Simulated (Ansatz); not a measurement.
Input and output of a self-consistent single point for Y₃Ge (Pnma, 16 atoms in the cell) (Ansatz, an electronic-structure program).

Method: PBE (plane waves, PAW; Ansatz).

```
Y3Ge
1.0
    7.84368     0.00000     0.00000
    0.00000    10.39865     0.00000
    0.00000     0.00000     6.96993
Y Ge
12 4
Direct
  0.03600   0.25000   0.85200
  0.53600   0.25000   0.64800
  0.96400   0.75000   0.14800
  0.46400   0.75000   0.35200
  0.18600   0.06300   0.32800
  0.68600   0.43700   0.17200
  0.81400   0.56300   0.67200
  0.31400   0.93700   0.82800
  0.81400   0.93700   0.67200
  0.31400   0.56300   0.82800
  0.18600   0.43700   0.32800
  0.68600   0.06300   0.17200
  0.39000   0.25000   0.05000
  0.89000   0.25000   0.45000
  0.61000   0.75000   0.95000
  0.11000   0.75000   0.55000
```

Reference input (self-consistent single point, DFT, PBE, plane waves, default PAW files): basis.ecutwfc = 420 eV; kpoints.mp_grid.grid = 3 3 4; hamiltonian.xc = pbe; hamiltonian.pseudopotentials = {kind: paw}, with the files named one by one; scf.occupations.method = cold; scf.occupations.width = 0.2 eV. This run's input differs from it in these lines:

Ansatz 0.2 input:
```diff
@@ -31,3 +31,3 @@
 scf:
-  occupations: { method: cold, width: 0.2 }
+  occupations: { method: cold, width: 0.1 }
 output:
```

Output (repeated stretches shortened):

```
SCF iter   1: F=—  HF=-63368.238186 eV  |F-HF|=—  |Δ(HF+E_count)|=         —  Δρ=2.97e-3  dr2=7.74e-2  ethr=1.77e-3  ⟨swp⟩=7.2  Hψ=5859  notcnv=0
all-band conjugate gradients solve this SCF's bands
preconditioner: auto → Kerker (q_TF=auto, 2.269 Å⁻¹)
SCF iter   2: F=—  HF=-63368.246600 eV  |F-HF|=—  |Δ(HF+E_count)|=   8.41e-3  S|Δr|=    0.00e0  Δρ=2.07e-3  dr2=4.08e-2  ethr=4.12e-5  ⟨swp⟩=1.8  Hψ=1590  notcnv=0
   [... lines left out ...]
SCF iter   6: F=—  HF=-63368.242800 eV  |F-HF|=—  |Δ(HF+E_count)|=   6.31e-4  S|Δr|=    0.00e0  Δρ=2.83e-5  dr2=8.18e-6  ethr=2.53e-8  ⟨swp⟩=2.0  Hψ=2177  notcnv=0
SCF iter   7: F=—  HF=-63368.242800 eV  |F-HF|=—  |Δ(HF+E_count)|=   1.03e-8  S|Δr|=    0.00e0  Δρ=7.65e-6  dr2=7.27e-7  ethr=4.35e-9  ⟨swp⟩=2.0  Hψ=1522  notcnv=0
SCF iter   8: F=-63368.242800 eV  HF=-63368.242800 eV  |F-HF|=1.79e-8  |Δ(HF+E_count)|=   5.37e-8  S|Δr|=    0.00e0  Δρ=2.01e-6  dr2=5.15e-8  ethr=5.32e-11  ⟨swp⟩=9.2  Hψ=5317  notcnv=0
SCF 1 converged in 8 iterations: F = -63368.242800 eV  dr2 = 5.15e-8
Stability not checked (fill_not_monotonic)
Free energy (F): -63368.242800 eV
Internal energy: -63368.243779 eV  (E = F + TS)
E sigma→0 (E₀):  -63368.243127 eV
Entropy (-TS):   0.000979 eV (0.061 meV/atom)
Fermi energy:    7.472423 eV
--- Forces (eV/Å), atoms counted from 1 ---
  atom   1  Y      0.24867627     0.00000000    -0.05385595
  atom   2  Y      0.24867627     0.00000000     0.05385595
  atom   3  Y     -0.24867627    -0.00000000     0.05385595
  atom   4  Y     -0.24867627     0.00000000    -0.05385595
   [... lines left out ...]
  atom  16  Ge     0.30738417     0.00000000     0.24607958
--- Stress (GPa, compression-positive) ---
       -7.094628       0.000000       0.000000
        0.000000      -8.605690       0.000000
        0.000000       0.000000      -7.601684
  P = ⅓ Tr σ = -7.7673 GPa (-77.673 kbar)
  The stress holds the Pulay correction. Without it, at fixed plane waves, as pw.x and ABINIT print it: P = -7.7736 GPa
```

The run converged in 8 iterations. Against the reference run the free energy is nearly the same (within 1 meV/atom), the pressure stays at -7.77 GPa and the largest force goes from 0.378 to 0.394 eV/Å.

The starting cell was generated: these elements placed on a structure prototype, without a prior relaxation; it need not be a known phase or ordering of this composition. With a pressure of about -8 GPa the cell is away from its equilibrium volume at this level. Ansatz's pressure includes its estimate of the finite-basis (Pulay) stress.

Cost on one core of a shared machine: roughly 40 s.
